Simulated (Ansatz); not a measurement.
Consider C (space group Ia-3, No. 206; a = 4.449 Å; a hypothetical phase, not in the database extracts checked). Axes: x, y, z lie along the cube axes.

It is then changed as follows: uniaxial strain ε_yy = −2.89 %, all other strain components held at zero; the atoms relax in the strained cell.

Levels (all Ansatz, a quantum-chemistry and plane-wave program, PAW): PBEsol (420 eV, no spin-orbit coupling); r2SCAN (500 eV, without spin-orbit coupling); HSE06 (420 eV, no spin-orbit coupling).

At the geometry relaxed with PBEsol, these levels gave the following band gaps, in shuffled order: (a) 3.28 eV, (b) 2.08 eV, (c) 2.34 eV.

Problem. Match each gap to its level.

Solution. (a) HSE06; (b) PBEsol; (c) r2SCAN.

Single points use the geometry relaxed with PBEsol. HSE06 was sampled on its mesh, a few special points and the semilocal edge points, so its gap is an upper bound. Stability against distortions was not tested.
